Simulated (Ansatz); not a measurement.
## ZnO, response to strain

The reference is ZnO in the wurtzite structure (space group P6_3mc, No. 186; a = 3.279 Å, c = 5.294 Å).

Strains are applied to the cell and any free atomic positions relax.

Calculations: Ansatz (an electronic-structure program), PBE, PAW, cutoff 420 eV, no SOC.

Notes on the quantities. energy relative to the base: free energy F; pressure: mean of the normal stresses, compression positive.

```json
[
 {"case": "base", "shortest interatomic distance": "3.777 bohr", "width of the top valence band": "1.71 eV", "band gap": "0.74 eV", "energy relative to the base": "0 meV/atom", "pressure": "0.00 GPa"},
 {"case": "isotropic strain −3.00 %", "shortest interatomic distance": "3.664 bohr", "width of the top valence band": "1.92 eV", "band gap": "0.87 eV", "energy relative to the base": "+45 meV/atom", "pressure": "14.42 GPa"},
 {"case": "isotropic strain −2.40 %", "shortest interatomic distance": "3.686 bohr", "width of the top valence band": "1.87 eV", "band gap": "0.85 eV", "energy relative to the base": "+28 meV/atom", "pressure": "11.03 GPa"},
 {"case": "isotropic strain −1.80 %", "shortest interatomic distance": "3.709 bohr", "width of the top valence band": "1.83 eV", "band gap": "0.82 eV", "energy relative to the base": "+15 meV/atom", "pressure": "7.92 GPa"},
 {"case": "isotropic strain −1.20 %", "shortest interatomic distance": "3.732 bohr", "width of the top valence band": "1.79 eV", "band gap": "0.80 eV", "energy relative to the base": "+6.7 meV/atom", "pressure": "5.06 GPa"},
 {"case": "isotropic strain −0.60 %", "shortest interatomic distance": "3.754 bohr", "width of the top valence band": "[?]", "band gap": "[?]", "energy relative to the base": "[?]", "pressure": "[?]"}
]
```

Task: Complete the table.

Result: 
- isotropic strain −0.60 %, width of the top valence band: 1.75 eV
- isotropic strain −0.60 %, band gap: 0.77 eV
- isotropic strain −0.60 %, energy relative to the base: +1.6 meV/atom
- isotropic strain −0.60 %, pressure: 2.42 GPa

Gaps are read on the SCF mesh and a high-symmetry path. Whether these cells are dynamically stable was not tested.
